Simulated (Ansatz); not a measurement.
The reference is ZnSiP2 in the chalcopyrite structure (space group I-42d, No. 122; a = 5.353 Å, c = 10.445 Å).

Calculations: Ansatz (a first-principles code) PBEsol, no SOC.

For the base:

| Quantity | Value |
|---|---|
| Gap character | direct at Γ |
| Hole mass | 0.16 mₑ along c, 0.37 mₑ across (at Γ) |

Now apply this change: a hydrostatic pressure of 30 GPa.

Task: Estimate the effect on the gap character.

Result: The gap character remains direct at Γ.

Task: What does the calculation give for the hole mass after the change?

Result: The hole mass becomes 0.23 mₑ along c, 0.28 mₑ across (at Γ) (base: 0.16 mₑ along c, 0.37 mₑ across (at Γ)).

Load acts through the strain it causes; cell and atoms are relaxed under it. Effective masses come from finite differences of ±0.01 Å⁻¹. Whether these cells are dynamically stable was not tested. Competing high-pressure phases were not computed.
